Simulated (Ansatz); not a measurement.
The structure below was relaxed with PBE (Ansatz, a program for electronic structure; PAW; 420 eV plane waves; without spin-orbit coupling), at pressure 0.9 GPa.

Space group P4/mmm (No. 123); a = 2.8753 Å, b = 2.8753 Å, c = 3.6077 Å, α = 90.00°, β = 90.00°, γ = 90.00°

```csv
atom,site,symmetry,x,y,z
Cu,1a,4/mmm,0.0000,0.0000,0.0000
Au,1d,4/mmm,0.5000,0.5000,0.5000
```

Write out a cell with all atoms.


```xyz
2
Lattice="2.8753 0.0000 0.0000 0.0000 2.8753 0.0000 0.0000 0.0000 3.6077" Properties=species:S:1:pos:R:3 pbc="T T T"
Cu     0.0000     0.0000     0.0000
Au     1.4376     1.4376     1.8039
```
This is the conventional cell.

Load acts through the strain it causes; cell and atoms are relaxed under it. No phonon test of stability was made. The final runs are not spin-polarised. The cell was made from CuAu (space group P4/mmm, No. 123) by this change: pressure 0.9 GPa.
